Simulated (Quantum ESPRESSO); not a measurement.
Quantum ESPRESSO run on MnS (Fm-3m, 2 atoms in the cell): self-consistent single point.

Method: PBEsol, SSSP 1.1.2 efficiency (PBE) pseudopotentials (plane waves; Quantum ESPRESSO).

```yaml
crystal:
  lattice:
    - [0.00000, 2.48025, 2.48025]
    - [2.48025, 0.00000, 2.48025]
    - [2.48025, 2.48025, 0.00000]
  atoms:
    - { symbol: S, position: [0.00000, 0.00000, 0.00000] }
    - { symbol: Mn, position: [0.50000, 0.50000, 0.50000], spin: 4.0 }
```
(The spins are starting values, not results.)

Reference input (self-consistent single point, DFT, PBE, plane waves, SSSP 1.1.2 efficiency (PBE) pseudopotentials): ecutwfc = 50 Ry; ecutrho = 400 Ry; occupations = smearing; smearing = gaussian; degauss = 0.0147 Ry; nspin = 2; potentials = {S: s_pbe_v1.4.uspp.F.UPF, Mn: mn_pbe_v1.5.uspp.F.UPF}; K_POINTS = automatic 9 9 9 0 0 0; conv_thr = 1e-09 Ry; mixing_beta = 0.4. This run's input differs from it in these lines:

```diff
@@ -19,2 +19,3 @@
   starting_magnetization(2) = 0.267,
+  input_dft = 'pbesol',
 /
```

The program printed (abridged):

```
     Self-consistent Calculation

     iteration #  1     ecut=    50.00 Ry     beta= 0.40

     total energy              =    -234.71800854 Ry
     estimated scf accuracy    <       0.77025927 Ry

     total magnetization       =     3.86 Bohr mag/cell
     absolute magnetization    =     3.86 Bohr mag/cell

     iteration #  2     ecut=    50.00 Ry     beta= 0.40

     total energy              =    -234.87922677 Ry
     estimated scf accuracy    <       0.61449385 Ry

     total magnetization       =     3.54 Bohr mag/cell
     absolute magnetization    =     3.54 Bohr mag/cell

     iteration #  3     ecut=    50.00 Ry     beta= 0.40

   [... lines left out ...]
     absolute magnetization    =     4.06 Bohr mag/cell

   [... 7 blocks of this kind left out ...]

     iteration # 11     ecut=    50.00 Ry     beta= 0.40

     total energy              =    -235.00030186 Ry
     estimated scf accuracy    <       0.00000002 Ry

     total magnetization       =     4.13 Bohr mag/cell
     absolute magnetization    =     4.14 Bohr mag/cell

     iteration # 12     ecut=    50.00 Ry     beta= 0.40

     Magnetic moment per site  (integrated on atomic sphere of radius R)
     atom   1 (R=0.292)  charge=  4.3741  magn=  0.0938
     atom   2 (R=0.292)  charge= 13.1159  magn=  3.7083
     End of self-consistent calculation

     the Fermi energy is    12.4911 ev

!    total energy              =    -235.00030188 Ry
     estimated scf accuracy    <          8.8E-10 Ry
     smearing contrib. (-TS)   =      -0.00195331 Ry
     internal energy E=F+TS    =    -234.99834857 Ry

     total magnetization       =     4.13 Bohr mag/cell
     absolute magnetization    =     4.14 Bohr mag/cell

     convergence has been achieved in  12 iterations

     Forces acting on atoms (cartesian axes, Ry/au):

     atom    1 type  1   force =    -0.00000000   -0.00000000    0.00000000
     atom    2 type  2   force =     0.00000000    0.00000000    0.00000000

     Total force =     0.000000     Total SCF correction =     0.000000

          total   stress  (Ry/bohr**3)                   (kbar)     P=      -12.32
  -0.00008374   0.00000000   0.00000000          -12.32        0.00        0.00
   0.00000000  -0.00008374   0.00000000            0.00      -12.32        0.00
   0.00000000   0.00000000  -0.00008374            0.00        0.00      -12.32

   JOB DONE.
```

The run converged in 12 iterations. Against the reference run the pressure goes from 4.72 to -1.23 GPa and the size of the net moment moves little (2.09 to 2.06 μB/atom).

The starting cell was generated: these elements placed on a structure prototype, without a prior relaxation; it need not be a known phase or ordering of this composition. Its lattice was rescaled by a random factor within 2.5 % of one. With one magnetic atom in the cell only a parallel order is possible.

Cost on one core of a shared machine: roughly 50 s.
